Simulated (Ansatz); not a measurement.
Base system: LiCl in the rock salt structure (space group Fm-3m, No. 225; a = 5.150 Å).

Method: DFT with PBE, PAW potentials and a 420 eV plane-wave cutoff in Ansatz (a program for electronic structure), no SOC.

One change was made to it. Results:

The gap character remains direct at Γ; the shortest interatomic distance increases by 0.064 Å (2.575 Å → 2.639 Å); the mean gap deformation potential ΔEg/Δln V amounts to -5.3 eV.

Name the change that was made.
A. pressure 3 GPa
B. pressure −1 GPa
C. pressure −2 GPa

C, pressure −2 GPa. For comparison, the shortest interatomic distance in the other runs: pressure 3 GPa gives 2.508 Å; pressure −1 GPa gives 2.604 Å.

Load acts through the strain it causes; cell and atoms are relaxed under it. Whether these cells are dynamically stable was not tested.
